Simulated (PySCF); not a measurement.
PySCF 2.14.0, unrestricted B3LYP/def2-svp, df: [C]Br, charge 0, multiplicity 2, 2 atoms. The geometry is a generated start, not checked to be a minimum at this level.

- task: energy
- method: b3lyp
- basis: def2-svp
- two-electron scheme: density fitting
- mol.max_memory: 3000 MB
- mf.max_cycle: 100
- mf.conv_tol: 1e-09 (default)
- mf.grids.level: 3 (default)
- basis functions: 46
- grid points: 34544

```xyz
2

C      0.0320    -0.0174    -0.8803
Br    -0.0320     0.0174     0.8803
```

Charge 0 and multiplicity 2 are set for this test and not shown to be the ground state.

With the defaults (mf.DIIS = CDIIS, mf.diis = true, mf.init_guess = minao, newton = off, mf.level_shift = 0, mf.damp = 0, mf.diis_start_cycle = 1, mf.diis_space = 8) it converges in 12 Fock builds. One run each on 2 threads, 1 BLAS thread, with these changes:
- mf.DIIS = EDIIS
- mf.diis_space = 5
- mf.init_guess = huckel
- mf.diis = false
- mf.diis = false, mf.damp = 0.7, mf.diis_start_cycle = 999
- mf.level_shift = 0.3 Hartree
- newton = Hessian by the SCF's own integrals
- mf.init_guess = atom
- mf.init_guess = sap

Which of these changes keep the SCF from converging, or lead it to another solution?

No convergence: mf.DIIS = EDIIS; mf.diis = false (the run ends without SCF convergence in 100 cycles). The rest reach the solution of the defaults.

```tsv
setting	Fock builds	end
the defaults	12	same solution
mf.diis_space = 5	12	same solution
mf.init_guess = atom	13	same solution
mf.init_guess = huckel	14	same solution
mf.init_guess = sap	14	same solution
mf.level_shift = 0.3 Hartree	18	same solution
newton = Hessian by the SCF's own integrals	25	same solution
mf.diis = false, mf.damp = 0.7, mf.diis_start_cycle = 999	36	same solution
mf.DIIS = EDIIS	101	no convergence
mf.diis = false	101	no convergence
```

Under newton the count holds the products with the orbital Hessian.
